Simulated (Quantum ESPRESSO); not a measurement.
Input and output of a self-consistent single point for Fe₃Si (P4/mmm, 4 atoms in the cell) (Quantum ESPRESSO).

Computed with PBEsol, PSlibrary PAW (PBE) pseudopotentials (plane waves; Quantum ESPRESSO 7.5).

```
CELL_PARAMETERS angstrom
      2.83564     0.00000     0.00000
      0.00000     2.83564     0.00000
      0.00000     0.00000     5.50704
ATOMIC_POSITIONS crystal
  Fe 0.50000 0.50000 0.75776
  Fe 0.50000 0.50000 0.24224
  Fe 0.00000 0.00000 0.50000
  Si 0.00000 0.00000 0.00000
```
Moments meant for the start (each program seeds them in its own way; μB, in the order of the atoms Fe Fe Fe Si): 4.0 4.0 4.0 0.0.

Reference input (self-consistent single point, DFT, PBEsol, plane waves, PSlibrary PAW (PBE) pseudopotentials): ecutwfc = 55 Ry; ecutrho = 330 Ry; occupations = smearing; smearing = fd; degauss = 0.0073499 Ry; nspin = 2; input_dft = pbesol; potentials = {Fe: Fe.pbe-n-kjpaw_psl.1.0.0.UPF, Si: Si.pbe-n-kjpaw_psl.1.0.0.UPF}; K_POINTS = automatic 9 9 5 0 0 0; conv_thr = 1e-10 Ry; mixing_beta = 0.3. This run's input differs from it in these lines:

```diff
@@ -12,4 +12,4 @@
    ntyp = 2,
-   ecutwfc = 55,
-   ecutrho = 330,
+   ecutwfc = 44,
+   ecutrho = 264,
    occupations = 'smearing',
```

Log, with long lists cut:

```
     Self-consistent Calculation

     iteration #  1     ecut=    44.00 Ry     beta= 0.30

---- Real-time Memory Report at c_bands before calling an iterative solver
           116 MiB given to the printing process from OS
            66 MiB allocation reported by mallinfo(arena+hblkhd)
------------------

     Threshold (ethr) on eigenvalues was too large:
     Diagonalizing with lowered threshold

---- Real-time Memory Report at c_bands before calling an iterative solver
           160 MiB given to the printing process from OS
            72 MiB allocation reported by mallinfo(arena+hblkhd)
------------------

   [... lines left out ...]
     absolute magnetization    =     5.20 Bohr mag/cell

     iteration # 25     ecut=    44.00 Ry     beta= 0.30

---- Real-time Memory Report at c_bands before calling an iterative solver
           168 MiB given to the printing process from OS
            79 MiB allocation reported by mallinfo(arena+hblkhd)
------------------

     Magnetic moment per site  (integrated on atomic sphere of radius R)
     atom   1 (R=0.350)  charge=  6.4532  magn=  1.1699
     atom   2 (R=0.350)  charge=  6.4532  magn=  1.1699
     atom   3 (R=0.350)  charge=  6.3008  magn=  2.6032
     atom   4 (R=0.350)  charge=  1.9997  magn= -0.0544
     End of self-consistent calculation

     the Fermi energy is    13.7366 ev

!    total energy              =    -464.06975570 Ry
     estimated scf accuracy    <          4.0E-12 Ry
     smearing contrib. (-TS)   =      -0.00895716 Ry
     internal energy E=F+TS    =    -464.06079853 Ry

      -> PAW hartree energy AE =     138.64476438 Ry
      -> PAW hartree energy PS =    -138.46465825 Ry
      -> PAW xc energy AE      =    -368.48868508 Ry
      -> PAW xc energy PS      =      96.97474929 Ry
      -> total E_H with PAW    =      29.40792792 Ry
      -> total E_XC with PAW   =    -369.40395102 Ry

     total magnetization       =     4.82 Bohr mag/cell
     absolute magnetization    =     5.20 Bohr mag/cell

     convergence has been achieved in  25 iterations

     Forces acting on atoms (cartesian axes, Ry/au):

   [... lines left out ...]

     Total force =     0.006184     Total SCF correction =     0.000005

          total   stress  (Ry/bohr**3)                   (kbar)     P=      -99.93
  -0.00065381   0.00000000   0.00000000          -96.18        0.00        0.00
   0.00000000  -0.00065381   0.00000000            0.00      -96.18        0.00
   0.00000000   0.00000000  -0.00073036            0.00        0.00     -107.44

   JOB DONE.
```

The run converged in 25 iterations. Against the reference run the free energy goes up by 20.4 meV/atom, the pressure goes from -8.89 to -9.99 GPa, the largest force goes from 0.102 to 0.112 eV/Å and the size of the net moment stays at 1.21 μB/atom.

The starting cell comes from a database of computed structures (which also holds hypothetical and non-ambient phases and stackings), without a prior relaxation at this level. The magnetic order is the one reached from the typed start; others were not searched systematically.

Cost on one core of a shared machine: roughly 5 min.
